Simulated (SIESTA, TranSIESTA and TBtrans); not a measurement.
Run with TranSIESTA and TBtrans (open boundaries, self-consistent; PseudoDojo norm-conserving potentials, scalar-relativistic): Spin polarized, PAO.BasisSize DZP, PAO.EnergyShift 0.15 eV, XC.Authors PW92, Mesh.Cutoff 200 Ry, ElectronicTemperature 300 K, TS.Voltage 0.0 eV, TBT.Elecs.Eta 0.001 eV.

System: Pt chain with one bond stretched by 1.0 Å. Leads: straight Pt chain, spacing 2.4 Å. Geometry: as built, not relaxed. Transport runs along z; the first 6 and the last 6 of the 20 atoms are the lead cells, repeated to infinity.

```xyz
20
Lattice="9.000 0.000 0.000 0.000 9.000 0.000 0.000 0.000 49.000" Properties=species:S:1:pos:R:3 pbc="F F T"
Pt     4.500     4.500     0.000
Pt     4.500     4.500     2.400
Pt     4.500     4.500     4.800
Pt     4.500     4.500     7.200
Pt     4.500     4.500     9.600
Pt     4.500     4.500    12.000
Pt     4.500     4.500    14.400
Pt     4.500     4.500    16.800
Pt     4.500     4.500    19.200
Pt     4.500     4.500    21.600
Pt     4.500     4.500    25.000
Pt     4.500     4.500    27.400
Pt     4.500     4.500    29.800
Pt     4.500     4.500    32.200
Pt     4.500     4.500    34.600
Pt     4.500     4.500    37.000
Pt     4.500     4.500    39.400
Pt     4.500     4.500    41.800
Pt     4.500     4.500    44.200
Pt     4.500     4.500    46.600
```
Starting moments (μB): atom 7 +0.6, atom 8 +0.6, atom 9 +0.6, atom 10 +0.6, atom 11 +0.6, atom 12 +0.6, atom 13 +0.6, atom 14 +0.6; lead atoms +0.6 (left) and +0.6 (right).

Question: Predict: conductance at 300 K (G0 = 2e²/h); thermopower (μV/K); mean T from −0.5 to 0.5 eV.

Answer: conductance at 300 K (G0 = 2e²/h): 1.38; thermopower (μV/K): -2.1; mean T from −0.5 to 0.5 eV: 1.22. A magnetic start was tried, and the separate lead runs end without a moment. The straight chain is held at its spacing; free chains may zigzag or dimerise. Spin-orbit coupling, left out here, matters for the heavy atoms.
